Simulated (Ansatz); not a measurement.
Fluorite PbF₂ (high-temperature phase), treated with r²SCAN0 in Ansatz (plane waves, PAW).

Numerical settings: plane-wave cutoff 600 eV, 6×6×6 k mesh, scalar-relativistic PAW data made under PBE.

Computed at the level's own relaxed cell.

Elastic tensor (GPa, Voigt notation, ions relaxed):

```
  116.7    60.1    60.1     0.0     0.0     0.0
   60.1   116.7    60.1     0.0     0.0     0.0
   60.1    60.1   116.7     0.0     0.0     0.0
    0.0     0.0     0.0    24.7     0.0     0.0
    0.0     0.0     0.0     0.0    24.7     0.0
    0.0     0.0     0.0     0.0     0.0    24.7
```

Worked from these constants: the tetragonal shear constant is C′ = (C11 − C12)/2 = 28.3 GPa against C44 = 24.7 GPa, so the C44 shear is the softer. The Zener ratio C44/C′ is 0.87 (1 for an isotropic solid), and the Cauchy pressure C12 − C44 is 35.4 GPa. With C11 + 2C12 = 236.9 GPa all three Born conditions hold; they don't test modes at the zone boundary.

Measured, for comparison: elastic constant C11 96.1 ± 0.09 GPa, elastic constant C44 20.8 ± 0.01 GPa (room temperature, not corrected to a static lattice; as tabulated in Jamieson, Manghnani, Matsui, Ming, J. Geophys. Res. 91, 4643 (1986)). Computed (rounded) less measured: elastic constant C11 +22 %, elastic constant C44 +19 %.

Spin–orbit coupling is not included; it can shift volumes and moduli of such heavy elements.

The computed numbers hold no vibrational or temperature effects.

Ansatz is a program for electronic structure.
